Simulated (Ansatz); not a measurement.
Start from a 12-atom supercell of Ba in the bcc (W type) structure (space group Im-3m, No. 229; a = 5.069 Å) at its relaxed geometry.

Calculations: r2SCAN (Ansatz, a first-principles code, PAW, without spin-orbit coupling).

Base values:

| Property | Result |
|---|---|
| Pressure | 0.0 GPa |

Perturbation: one Ba atom is added in an open site, starting 2.67 Å from the nearest host atom, atoms relaxed at fixed cell, starting from a slightly rattled geometry.

Predict the new final site of the added atom, largest displacement of a host atom from its site in the perfect cell and pressure.

The final site of the added atom amounts to 13 Ba at 3.31–5.78 Å; the largest displacement of a host atom from its site in the perfect cell comes out as 1.34 Å; the pressure goes from zero to 0.5 GPa.

The cell is small, so the values are those of an ordered compound at a high defect concentration; dilute-limit values will differ. The defect cell is not spin-polarised.
